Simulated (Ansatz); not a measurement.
Structures of equal composition on the (111) surface of fcc Pt: a layer of Mo in place of the second plane; a layer of Mo in place of the third plane. The slabs share one bottom face, and each structure is named by its start. These are constructed structures in small cells; real faces may alloy, dewet or reconstruct in larger ones, and not all known structures of the face are among them. Slabs of about 11 Å with all that they carry, Fermi-Dirac smearing of 0.1 eV. Bottom of the slabs: a bare face, its two planes held. Relaxed from the named starts with such symmetry as they have, on meshes of like density; energies extrapolated to zero smearing; no spin-orbit coupling, no U. Spin-polarised runs, if any, are marked in brackets, and their order is one that fits the cell; the others ran without spin.

Computed with PBE (plane waves to 420 eV, PAW; Ansatz, a first-principles code).

### Question
Rank these by energy per 1x1 cell (lowest first), as PBE gives it.

### Answer
a layer of Mo in place of the third plane (0.000 eV), a layer of Mo in place of the second plane (0.055 eV)
